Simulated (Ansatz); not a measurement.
Ansatz (a quantum-chemistry and plane-wave program) run on RbMgSbO₃ (P1, 6 atoms in the cell): self-consistent single point.

Method of the run: PBEsol, default PAW files made with PBE (plane waves; Ansatz).

```yaml
crystal:
  lattice:
    - [3.14301, 1.81462, 3.76959]
    - [-3.14301, 1.81462, 3.76959]
    - [0.00000, -3.62923, 3.76959]
  atoms:
    - { symbol: Rb, position: [0.89736, 0.88883, 0.89801] }
    - { symbol: Mg, position: [0.32144, 0.32068, 0.32006] }
    - { symbol: Sb, position: [0.56864, 0.57425, 0.56001] }
    - { symbol: O, position: [0.49136, 0.49232, 0.96926] }
    - { symbol: O, position: [0.96886, 0.50192, 0.49343] }
    - { symbol: O, position: [0.49281, 0.96247, 0.49969] }
```

Reference input (self-consistent single point, DFT, HSE06, plane waves, default PAW files made with PBE): basis.ecutwfc = 30.9 Ry; kpoints.mp_grid.grid = 3 3 3; kpoints.mp_grid.shift = 0.5 0.5 0.5; hamiltonian.xc = hse06; hamiltonian.pseudopotentials = {kind: paw} (the program's default PAW files); scf.occupations.method = fixed. This run's input differs from it in these lines:

Ansatz 0.2 input:
```diff
@@ -19,3 +19,3 @@
 hamiltonian:
-  xc: hse06
+  xc: pbesol
   pseudopotentials:
```

Log, with long lists cut:

```
SCF iter   1: F=—  HF=-13222.251732 eV  |F-HF|=—  |Δ(HF+E_count)|=         —  Δρ=1.09e-2  dr2=1.49e-1  ethr=1.77e-3  ⟨swp⟩=5.0  Hψ=1750  notcnv=0  defer=54
all-band conjugate gradients solve this SCF's bands
preconditioner: auto → Resta (q_TF=auto, 2.345 Å⁻¹)
SCF iter   2: F=—  HF=-13222.219286 eV  |F-HF|=—  |Δ(HF+E_count)|=   3.24e-2  Δρ=4.18e-3  dr2=1.66e-2  ethr=2.87e-4  ⟨swp⟩=2.3  Hψ=804  notcnv=0  defer=54
   [... lines left out ...]
SCF iter   7: F=—  HF=-13222.215110 eV  |F-HF|=—  |Δ(HF+E_count)|=   7.75e-6  Δρ=2.70e-5  dr2=1.21e-6  ethr=1.29e-8  ⟨swp⟩=2.3  Hψ=744  notcnv=0  defer=37
SCF iter   8: F=—  HF=-13222.215112 eV  |F-HF|=—  |Δ(HF+E_count)|=   1.87e-6  Δρ=1.95e-5  dr2=4.98e-7  ethr=2.32e-9  ⟨swp⟩=2.0  Hψ=721  notcnv=0  defer=44
SCF iter   9: F=—  HF=-13222.215112 eV  |F-HF|=—  |Δ(HF+E_count)|=   2.56e-7  Δρ=8.90e-6  dr2=1.15e-7  ethr=9.58e-10  ⟨swp⟩=2.0  Hψ=630  notcnv=0  defer=45
SCF iter  10: F=-13222.215112 eV  HF=-13222.215112 eV  |F-HF|=2.22e-8  |Δ(HF+E_count)|=   1.38e-7  Δρ=2.50e-6  dr2=1.29e-8  ethr=1.92e-10  ⟨swp⟩=11.5  Hψ=2347  notcnv=0
SCF 1 converged in 10 iterations: F = -13222.215112 eV  dr2 = 1.29e-8
Free energy (F): -13222.215112 eV
Internal energy: -13222.215112 eV  (E = F + TS)
E sigma→0 (E₀):  -13222.215112 eV
Fermi energy:    4.534338 eV
--- Forces (eV/Å), atoms counted from 1 ---
  atom   1  Rb    -0.02561591     0.05705984    -0.05597303
  atom   2  Mg     0.04227990    -0.22413596    -0.21744799
  atom   3  Sb     0.82616110    -1.03954451     1.16363429
  atom   4  O      0.00370029     1.09554116    -0.60024384
  atom   5  O     -0.36478287    -0.18476126    -0.38382481
  atom   6  O     -0.48176057     0.29582084     0.09391571
--- Stress (GPa, compression-positive) ---
       -2.388597      -0.474566      -0.925803
       -0.474566      -3.111619       1.049908
       -0.925803       1.049909       0.409339
  P = ⅓ Tr σ = -1.6970 GPa (-16.970 kbar)
  The stress holds the Pulay correction. Without it, at fixed plane waves, as pw.x and ABINIT print it: P = -2.0014 GPa
```

The run converged in 10 iterations. Against the reference run the pressure goes from -2.23 to -1.70 GPa, the largest force goes from 2.307 to 1.766 eV/Å and the gap on the mesh goes from 3.759 to 2.671 eV.

The starting cell comes from a database of computed structures (which also holds hypothetical and non-ambient phases and stackings), without a prior relaxation at this level. Its atoms were displaced at random from the sites of space group no. 160. Spin-orbit coupling is off. Forces in this geometry exceed 1 eV/Å. Ansatz's pressure includes its estimate of the finite-basis (Pulay) stress. The shifted mesh does not hold Γ, so a gap read on it misses any band edge there.
